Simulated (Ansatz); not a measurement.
# Effect of isotropic strain +1.00 % on W

The parent structure is W in the bcc (W type) structure (space group Im-3m, No. 229; a = 3.1838 Å; relaxed with 0.1 eV smearing).

The change: every lattice vector is stretched by 1.00 %; the atoms relax in the strained cell.

Method: Kohn–Sham DFT with the PBE functional, run in Ansatz (a program for electronic structure) with PAW and 420 eV plane waves, scalar-relativistic without spin-orbit coupling. Γ-centred 29×29×29 mesh, Fermi–Dirac width 0.1 eV.

The shortest interatomic distance goes up by 0.028 Å, from 2.757 Å to 2.785 Å and the energy goes up by 13 meV/atom. The band gap is still zero.

Final structure:

```yaml
crystal:
  lattice:
    - [-1.60782, 1.60782, 1.60782]
    - [1.60782, -1.60782, 1.60782]
    - [1.60782, 1.60782, -1.60782]
  atoms:
    - { symbol: W, position: [0.00000, 0.00000, 0.00000] }
```

Cost of the whole job for the changed cell (relaxation, final SCF and bands): roughly 18 core-seconds.

Whether these cells are dynamically stable was not tested. The final runs are not spin-polarised.
